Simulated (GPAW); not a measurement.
## Worked example: self-consistent single point of BaIn3Pt (I4mm, 5 atoms in the cell) in GPAW

Method: LDA (Perdew-Wang 92), GPAW PAW datasets LDA (gpaw-data 1.0.1) (plane waves; GPAW).

Input:

```python
from ase import Atoms
from ase.units import GPa
from gpaw import GPAW, PW

atoms = Atoms(['Ba', 'In', 'In', 'In', 'Pt'],
              cell=[[-2.439161, 2.439161, 5.927279],
                    [2.439161, -2.439161, 5.927279],
                    [2.439161, 2.439161, -5.927279]],
              positions=[[-0.000000, 0.000000, 11.823499],
                         [0.000000, 2.439161, 2.822333],
                         [2.439161, 0.000000, 2.822333],
                         [-0.000000, 0.000000, 4.728783],
                         [-0.000000, 0.000000, 7.439565]],
              pbc=True)

calc = GPAW(mode=PW(600),
            xc='LDA',
            kpts=(5, 5, 5),
            occupations={'name': 'methfessel-paxton', 'width': 0.05, 'order': 0},
            nbands=-11,
            symmetry={'symmorphic': False, 'tolerance': 0.0005},
            maxiter=150,
            txt='-')

atoms.calc = calc

energy = atoms.get_potential_energy()
print('Energy (eV):', round(energy, 6))
forces = atoms.get_forces()
print('Forces (eV/Ang):')
print(forces.round(5))
stress = atoms.get_stress()
print('Stress (GPa, Voigt):', (stress / GPa).round(4))
```

Output (repeated stretches shortened):

```
Input parameters:
  kpts: [5 5 5]
  maxiter: 150
  mode: {ecut: 600.0,
         name: pw}
  nbands: -11
  occupations: {name: methfessel-paxton,
                order: 0,
                width: 0.05}
  symmetry: {symmorphic: False,
             tolerance: 0.0005}

species:
  Ba:
    name: Barium
    Z: 56.0
    valence: 10
    core: 46
    charge: 0.0
    file: Ba.LDA.gz

    # Using partial waves for Ba as LCAO basis

  In:
    name: Indium
    Z: 49.0
    valence: 13
    core: 36
    charge: 0.0
    file: In.LDA.gz

    # Using partial waves for In as LCAO basis

  Pt:
    name: Platinum
    Z: 78.0
    valence: 16
    core: 62
    charge: 0.0
    file: Pt.LDA.gz

    # Using partial waves for Pt as LCAO basis

Reference energy: -1200707.393686  # eV

Spin-paired calculation

Convergence criteria:
 Maximum [total energy] change in last 3 cyles: 0.0005 eV / valence electron
 Maximum integral of absolute [dens]ity change: 0.0001 electrons / valence electron
 Maximum integral of absolute [eigenst]ate change: 4e-08 eV^2 / valence electron
 Maximum number of scf [iter]ations: 150

Symmetries present (total): 8
Symmetries with fractional translations: 0
125 k-points: 5 x 5 x 5 Monkhorst-Pack grid
18 k-points in the irreducible part of the Brillouin zone
       k-points in crystal coordinates                weights
   0:     0.00000000    0.00000000    0.00000000          1/125
   1:     0.20000000   -0.20000000    0.00000000          4/125
   2:     0.20000000   -0.20000000    0.20000000          4/125
   [... 7 lines left out ...]
          ...
  17:     0.40000000    0.40000000    0.40000000          8/125

Wave functions: Plane wave expansion
  Cutoff energy: 600.000 eV
  Number of coefficients (min, max): 4680, 4759
  Pulay-stress correction: 0.000000 eV/Ang^3 (de/decut=0.000000)

Occupation numbers: Methfessel-Paxton:
  width: 0.0500  # eV
  order: 0

Eigensolver

Densities:
  Coarse grid: 40*40*40 grid
  Fine grid: 80*80*80 grid
  Total Charge: 0.000000

Density mixing:
  Method: separate
  Backend: pulay
  Linear mixing parameter: 0.05
  old densities: 5
  Damping of long wavelength oscillations: 50

Hamiltonian:
  XC and Coulomb potentials evaluated on a 80*80*80 grid
  External potential:
    NoExternalPotential

Number of atoms: 5
Number of atomic orbitals: 44
Number of bands in calculation: 43
Number of valence electrons: 65
Bands to converge: occupied

Density initialized from atomic densities
  43 bands from LCAO basis set

Atomic positions and initial magnetic moments

Positions:
   0 Ba    -0.000000    0.000000   11.823499    ( 0.0000,  0.0000,  0.0000)
   1 In     0.000000    2.439161    2.822333    ( 0.0000,  0.0000,  0.0000)
   2 In     2.439161    0.000000    2.822333    ( 0.0000,  0.0000,  0.0000)
   3 In    -0.000000    0.000000    4.728783    ( 0.0000,  0.0000,  0.0000)
   4 Pt    -0.000000    0.000000    7.439565    ( 0.0000,  0.0000,  0.0000)

Unit cell:
           periodic     x           y           z      points  spacing
  1. axis:    yes   -2.439161    2.439161    5.927279    40     0.1128
  2. axis:    yes    2.439161   -2.439161    5.927279    40     0.1128
  3. axis:    yes    2.439161    2.439161   -5.927279    40     0.0862

  Lengths:   6.857962   6.857962   6.857962
  Angles:  138.331162 138.331162  60.396185

Effective grid spacing dv^(1/3) = 0.1301

     iter     time        total  log10-change:
                         energy   eigst   dens
iter:   1 --:--:--   -23.736581
iter:   2 --:--:--   -23.734349   -1.15  -1.41
iter:   3 --:--:--   -23.301312   -1.53  -1.44
iter:   4 --:--:--   -23.385764   -2.25  -1.75
iter:   5 --:--:--   -23.195468   -2.24  -1.89
iter:   6 --:--:--   -23.203982   -2.55  -2.11
iter:   7 --:--:--   -23.179913c  -2.78  -2.27
iter:   8 --:--:--   -23.180922c  -2.94  -2.53
iter:   9 --:--:--   -23.175840c  -2.94  -2.52
iter:  10 --:--:--   -23.170824c  -4.06  -2.83
iter:  11 --:--:--   -23.170717c  -4.95  -3.19
iter:  12 --:--:--   -23.170766c  -5.89  -3.23
   [... 2 lines left out ...]
iter:  15 --:--:--   -23.170663c  -6.41  -3.38
iter:  16 --:--:--   -23.170618c  -5.58  -3.42
iter:  17 --:--:--   -23.170597c  -6.05  -3.53
iter:  18 --:--:--   -23.170593c  -6.77  -3.83
iter:  19 --:--:--   -23.170592c  -7.22  -3.91
iter:  20 --:--:--   -23.170589c  -6.77  -4.02c
iter:  21 --:--:--   -23.170589c  -7.77c -4.37c

Converged after 21 iterations.

Dipole moment: (0.000000, -0.000000, -0.232993) |e|*Ang

Energy contributions relative to reference atoms: (reference = -1200707.393686)

Kinetic:         +8.665146
Potential:       -7.640434
External:        +0.000000
XC:             -24.029064
Entropy (-ST):   -0.006747
Local:           -0.162863
SIC:             +0.000000
--------------------------
Free energy:    -23.173962
Extrapolated:   -23.170589

Showing only first 2 kpts
 Kpt  Band  Eigenvalues  Occupancy
  0    30      5.95731    2.00000
  0    31      6.36237    2.00000
  0    32      6.36237    2.00000
  0    33      8.28629    0.00000

  1    30      5.25533    2.00000
  1    31      6.61557    2.00000
  1    32      6.81642    1.77834
  1    33      6.92882    0.05035

Fermi level: 6.85963

No gap
No difference between direct/indirect transitions
Energy (eV): -23.170589

Forces in eV/Ang:
  0 Ba    0.00000    0.00000   -0.00225
  1 In   -0.00000   -0.00000   -0.12560
  2 In    0.00000   -0.00000   -0.12560
  3 In    0.00000    0.00000    0.14334
  4 Pt    0.00000    0.00000    0.11584

Stress tensor:
     0.035894    -0.000000    -0.000000
    -0.000000     0.035894    -0.000000
    -0.000000    -0.000000     0.040560
Stress (GPa, Voigt): [ 5.7508  5.7508  6.4984 -0.     -0.     -0.    ]
```

The run converged in 21 iterations. GPAW prints stress with tension positive.

The starting cell comes from a database of computed structures (which also holds hypothetical and non-ambient phases and stackings), without a prior relaxation at this level. Its lattice was rescaled by a random factor within 2.5 % of one. Spin-orbit coupling is off. Spin polarisation is off. With a pressure of about -6 GPa the cell is away from its equilibrium volume at this level.

Cost on one core of a shared machine: roughly 90 s.
